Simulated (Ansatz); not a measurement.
**Smallest direct gap on the k points sampled of AgI (model structure, from the NiAs type, P6₃/mmc, No. 194) at several levels of theory**

No measured value is used here.

```json
[
 {"level (code)": "LDA (Ansatz)", "value (eV)": "(withheld)"},
 {"level (code)": "PBE+SOC (Ansatz)", "value (eV)": "0.78"},
 {"level (code)": "PBEsol+SOC (Ansatz)", "value (eV)": "0.64"},
 {"level (code)": "HSE06+SOC (Ansatz)", "value (eV)": "1.91"},
 {"level (code)": "PBE0 (Ansatz)", "value (eV)": "2.80"}
]
```

Problem. Complete the blanks.

Solution. 
- LDA (Ansatz, a program for electronic structure), value (eV): 0.71

Computed values are for a static lattice. Spin–orbit coupling is included only where a level's name says +SOC; with heavier elements it mostly lowers gaps and can invert bands.  Values are at the PBEsol cell. Cutoffs and k meshes differ between the levels. Ansatz's density-functional and Hartree–Fock values are scalar-relativistic unless marked +SOC, with PAW data made under PBE.

A model structure was made by putting elements into a prototype or built by hand; it is no filed structure, need not be a known phase, and can be a saddle point held by its symmetry.
